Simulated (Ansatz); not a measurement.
# One base run on Zn2GeO4 (Fd-3m, 14 atoms in the cell) and variants with one or two settings moved

```cif
data_Ge2O8Zn4
_chemical_formula_sum 'Zn4 Ge2 O8'
_space_group_name_H-M_alt 'P 1'
_space_group_IT_number 1
_cell_length_a 5.66813
_cell_length_b 5.66813
_cell_length_c 5.66813
_cell_angle_alpha 60.000
_cell_angle_beta 60.000
_cell_angle_gamma 60.000
loop_
_space_group_symop_operation_xyz
  'x, y, z'
loop_
_atom_site_label
_atom_site_type_symbol
_atom_site_fract_x
_atom_site_fract_y
_atom_site_fract_z
_atom_site_occupancy
Zn1 Zn 0.12500 0.12500 0.12500 1
Zn2 Zn 0.62500 0.12500 0.12500 1
Zn3 Zn 0.12500 0.62500 0.12500 1
Zn4 Zn 0.12500 0.12500 0.62500 1
Ge1 Ge 0.75000 0.75000 0.75000 1
Ge2 Ge 0.50000 0.50000 0.50000 1
O1 O 0.36260 0.36260 0.36260 1
O2 O 0.91220 0.36260 0.36260 1
O3 O 0.36260 0.91220 0.36260 1
O4 O 0.36260 0.36260 0.91220 1
O5 O 0.88740 0.88740 0.88740 1
O6 O 0.33780 0.88740 0.88740 1
O7 O 0.88740 0.33780 0.88740 1
O8 O 0.88740 0.88740 0.33780 1
```

Base run A: PBE in Ansatz (a quantum-chemistry and plane-wave program), self-consistent single point.

Its settings: kpoints.mp_grid.grid = 6 6 6; hamiltonian.xc = pbe; hamiltonian.pseudopotentials = {kind: paw} (the program's default PAW files); scf.occupations.method = cold; scf.occupations.width = 0.1 eV.

The starting cell was generated: these elements placed on a structure prototype, without a prior relaxation; it need not be a known phase or ordering of this composition. In the base run, with a pressure of about 43 GPa the cell is away from its equilibrium volume at this level. In the base run, forces exceed 1 eV/Å. Ansatz's pressure includes its estimate of the finite-basis (Pulay) stress.

ΔF is the free energy per atom less that of run A. A dash stands where there is no value to compare (another energy zero or no entropy term, no result, no spin, no clean gap, or a mesh too coarse for one). 

Run A gave: pressure (GPa) 43.30; largest force (eV/Å) 5.647; gap on the mesh (eV) 0.405.

Runs:
- B: scf.occupations.method, scf.occupations.width = fermi_dirac, 0.3 eV
- C: scf.occupations.method, scf.occupations.width = tetrahedron, default

### Question
What does run B change against A?

### Answer
The free energy falls by 6.1 meV/atom, the pressure goes from 43.30 to 43.97 GPa and the largest force goes from 5.647 to 5.454 eV/Å.

```tsv
run	ΔF (meV/atom)	pressure (GPa)	largest force (eV/Å)	gap on the mesh (eV)
A	0.00	43.30	5.647	0.405
B	-6.1	43.97	5.454	–
C	0.00	43.30	5.647	0.405
```

Keys are those of Ansatz 0.2.
